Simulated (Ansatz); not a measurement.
Structure of amorphous As₃₀Te₄₅ (periodic cell):

```xyz
75
Lattice="12.9123 0.4761 -0.7135 0.4761 12.7504 -0.2116 -0.7135 -0.2116 13.3063" Properties=species:S:1:pos:R:3 pbc="T T T"
As     3.6468     2.7007     4.4691
As     1.8049     6.8159    11.6513
As    10.1096     4.8101     9.8842
As     1.7578     0.8006     2.3852
As     8.7473     5.4080    11.8736
As     5.8236     5.2081     3.6497
As     7.9472     4.7462     2.3447
As     9.1028     6.5724     8.3994
As    10.9694     7.8110     9.9054
As    12.6962    11.5869     5.9514
As     8.6238    12.7567     2.3130
As     0.5643     1.2032     5.9107
As     6.7266     5.5233     9.0459
As     4.9008     3.2993     2.1935
As     1.2296     2.6681     3.9776
As     2.5693    10.9924    11.9981
As     7.3040     9.6111     3.2510
As     2.5970     0.0132     6.6945
As    10.8275     3.9655    -0.0568
As     1.4447     7.8714     1.2614
As    10.7424    10.7396     0.7334
As    10.3589     7.2942    12.2997
As     1.2317     2.7280     7.7778
As    11.1265     2.4393     7.6205
As     2.1936    10.4332     6.4114
As     4.9261     6.9523     2.1158
As     8.6120     9.1273    12.5181
As     8.9637     2.8021     8.9602
As     4.9458     8.7350     3.9105
As     2.6191     6.1085     2.6731
Te     2.9736    10.0039     1.9894
Te     4.7429     9.1893    -0.3492
Te     1.0681    11.0399     3.9770
Te     4.9152     7.0876     7.8474
Te    12.0751    10.8787    12.4075
Te     7.3920     8.8509     9.3144
Te    11.9812    12.6660     8.3875
Te     6.0938    10.5240     6.5279
Te    11.7929     5.9297     2.3529
Te     3.8302     0.2933    12.6408
Te     3.2345    10.2270     9.4734
Te     9.7938     1.7239     5.4383
Te     0.2891     4.7264     0.3824
Te     6.1714    10.9309    10.8468
Te     5.7225     0.6849     7.3687
Te     9.6360     6.4802     4.2148
Te     0.2888     0.9626    11.2260
Te     4.3307     6.5328    10.8474
Te    10.8272     2.8383     2.9419
Te    10.3796     1.8224    11.3875
Te     2.5474     7.3103     5.0132
Te     8.2486     7.7761     1.5736
Te    11.1186     5.6092     6.5361
Te     3.7839     3.5628     7.0241
Te     6.4331     2.6011    11.5262
Te     8.6141    11.9214     5.8863
Te     0.8577     4.6552    10.4028
Te     7.3923     4.0221     6.9828
Te     6.5607    11.3704     1.3735
Te     4.3248     0.1200     4.5981
Te     7.2436     0.1872     9.8026
Te     1.1379     5.2530     6.6118
Te     0.8127     8.7625    10.0391
Te     9.8182    10.2062    10.1823
Te    10.1226     9.9389     4.4929
Te    12.0038     0.7983     1.2093
Te     2.7762     0.8528     9.5938
Te     2.3440     2.5302     0.3040
Te     9.0153     0.5324     0.0923
Te     6.2784     4.7580     0.1372
Te     6.8040     7.5625     5.6630
Te     7.0844     2.2912     3.4734
Te     3.6371     3.6715    10.2963
Te    12.3388     8.7692     2.2779
Te    11.9616     9.1035     6.5246
```

The numbers are results of PBE-D3(BJ), scalar-relativistic without spin-orbit coupling, PAW (Ansatz default set, large-core Te) (plane waves to 420 eV; Ansatz, a program for electronic structure), not measurements.

Preparation: random packing, a CHGNet melt and quench, and a DFT relaxation. The hot cell started wider than the set density and was brought back towards it in steps. It is the lowest in DFT energy of 8 quenches. It is a model cell: composition and starting density were chosen by hand, and all elements were melted together. The geometry includes D3(BJ) dispersion. Its density started from a set value of 5.44 and ended at 6.08 g/cm³. Cooling (nominally 16 K/ps over its main leg) ran many orders faster than in experiment, which tends to leave more defects and strain. A cell of this size samples the disorder only roughly. Volume and shape were free in the relaxation. On a 2×2×2 Γ-centred mesh force components of up to 0.18 eV/Å stay, since the relaxation ran on one k-point at (1/4, 1/4, 1/4).

Neighbours within As-As 2.86 Å, As-Te 3.08 Å, Te-Te 3.31 Å count as bonded.

Question: Give the coordination numbers, mean bond lengths and angles.

Answer: 
```yaml
Mean coordination of As: 3.43 (19 with 3, 9 with 4, 2 with 5)
Mean coordination of Te: 3.27 (7 with 2, 21 with 3, 15 with 4, 2 with 5)
Mean Te-Te bond: 3.043 Å (spread 0.138 Å, 48 counted)
Mean As-As bond: 2.539 Å (spread 0.059 Å, 26 counted)
Mean As-Te bond: 2.782 Å (spread 0.132 Å, 51 counted)
Bond angle at As: mean 100.2°, spread 21.2°
Bond angle at Te: mean 103.7°, spread 30.4°
```
